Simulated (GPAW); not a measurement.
Band structure of ZnFe3C (Pm-3m, 5 atoms in the cell).

```xyz
5
Lattice="3.7729 0.0000 0.0000 0.0000 3.7729 0.0000 0.0000 0.0000 3.7729" Properties=species:S:1:pos:R:3 pbc="T T T"
Zn     0.0000     0.0000     0.0000
Fe     1.8864     0.0000     1.8864
Fe     0.0000     1.8864     1.8864
Fe     1.8864     1.8864     0.0000
C      1.8864     1.8864     1.8864
```
Moments meant for the start (each program seeds them in its own way; μB, in the order of the atoms Zn Fe Fe Fe C): 0.0 4.0 4.0 4.0 0.0.

Method: PBEsol, GPAW PAW datasets PBEsol (made by gpaw-setup) (plane waves; GPAW).

Settings: spinpol = true; mode = pw; ecut = 900 eV; xc = PBEsol; kpts = 7 7 7; mesh shift (steps) = 0 0 0; occupations.name = fermi-dirac; occupations.width = 0.136 eV; nbands = -13; convergence.forces = 0.001 eV/Å; symmetry.symmorphic = false; symmetry.tolerance = 0.0005; maxiter = 150; bandpath_npoints = 40.

The starting cell comes from a database of computed structures (which also holds hypothetical and non-ambient phases and stackings), without a prior relaxation at this level. The magnetic order is the one reached from the typed start; others were not searched systematically.

Levels in eV from the Fermi level, bands 19 to 26 of the first spin channel:
| point | 19 | 20 | 21 | 22 | 23 | 24 | 25 | 26 |
|---|---|---|---|---|---|---|---|---|
| Γ | -1.18 | -1.18 | -0.25 | -0.25 | -0.25 | -0.24 | 3.83 | 4.59 |
| X | -1.48 | -1.25 | -0.91 | -0.24 | 0.80 | 0.80 | 3.85 | 4.28 |
| M | -1.23 | -1.21 | -0.96 | -0.39 | 0.41 | 0.41 | 2.07 | 6.19 |
| R | -1.40 | -1.17 | -1.17 | -0.35 | -0.35 | -0.35 | 2.49 | 2.49 |

Bands cross the Fermi level along this path, so the cell is metallic at this level.

The net moment of the cell came out as 4.15 μB.
